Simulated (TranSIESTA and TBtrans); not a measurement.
Sn chain with one bond stretched by 0.6 Å

System: Sn chain with one bond stretched by 0.6 Å. Leads: straight Sn chain, spacing 2.612 Å. Geometry: as built, not relaxed.

Computed with TranSIESTA and TBtrans, LDA, DZP numerical orbitals (energy shift 0.15 eV), PseudoDojo norm-conserving scalar-relativistic potentials, mesh cutoff 200 Ry, 300 K, no spin polarisation, no spin-orbit coupling; self-consistent non-equilibrium Green functions.

| Item | Value |
|---|---|
| Conductance at 300 K (G0 = 2e²/h) | 2.32 |
| Mean T from −0.5 to 0.5 eV | 2.21 |

Energies count from the leads' Fermi level. Transmissions are for one spin of a degenerate pair. The energy step is 0.01 eV; narrower resonances are cut or missed.

| E (eV) | T | lead channels |
|---|---|---|
| -1.95 | 0.74 | 1 |
| -1.80 | 0.75 | 1 |
| -1.65 | 0.76 | 1 |
| -1.50 | 0.77 | 1 |
| -1.35 | 0.78 | 1 |
| -1.20 | 0.79 | 1 |
| -1.05 | 0.79 | 1 |
| -0.90 | 1.08 | 3 |
| -0.75 | 1.35 | 3 |
| -0.60 | 1.65 | 3 |
| -0.45 | 1.94 | 3 |
| -0.30 | 2.16 | 3 |
| -0.15 | 2.28 | 3 |
| 0.00 | 2.32 | 3 |
| 0.15 | 2.30 | 3 |
| 0.30 | 2.26 | 3 |
| 0.45 | 2.20 | 3 |
| 0.60 | 2.14 | 3 |
| 0.75 | 2.09 | 3 |
| 0.90 | 2.05 | 3 |
| 1.05 | 2.03 | 3 |
| 1.20 | 2.03 | 3 |
| 1.35 | 2.03 | 3 |
| 1.50 | 2.05 | 3 |
| 1.65 | 2.07 | 3 |
| 1.80 | 2.10 | 3 |
| 1.95 | 2.13 | 3 |

The straight chain is held at its spacing; free chains may zigzag or dimerise. No spin-polarised start was tried, so a magnetic state, if there is one, is missed.
